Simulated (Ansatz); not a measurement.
Consider InSb in the zinc blende structure (space group F-43m, No. 216).

```
InSb
1.0
    0.00000     3.27863     3.27863
    3.27863     0.00000     3.27863
    3.27863     3.27863     0.00000
Sb In
1 1
Direct
  0.75000   0.75000   0.75000
  0.00000   0.00000   0.00000
```

Cartesian axes are those of the cell as printed.

The values are results of Ansatz (a first-principles code) r2SCAN, scalar-relativistic without spin-orbit coupling, earlier PAW set, not measurements.

For the base:

| Quantity | Result |
|---|---|
| Pressure | 0.0 GPa |
| Shortest interatomic distance | 283.9 pm |

Modification: the cell is stretched by 1.76 % along y with no lateral relaxation, atoms relaxed at fixed cell.

Problem. Predict the new pressure, energy relative to the base and shortest interatomic distance.

Solution. The pressure (mean of the normal stresses, compression positive) goes from zero to -0.7 GPa; the energy grows by 2.1 meV/atom; the shortest interatomic distance rises by 1.7 pm to 285.6 pm.

The cells carry an imposed strain or load. Whether these cells are dynamically stable was not tested. The final runs are not spin-polarised. Gaps under 0.05 eV, about the width of the smearing, are given as zero.
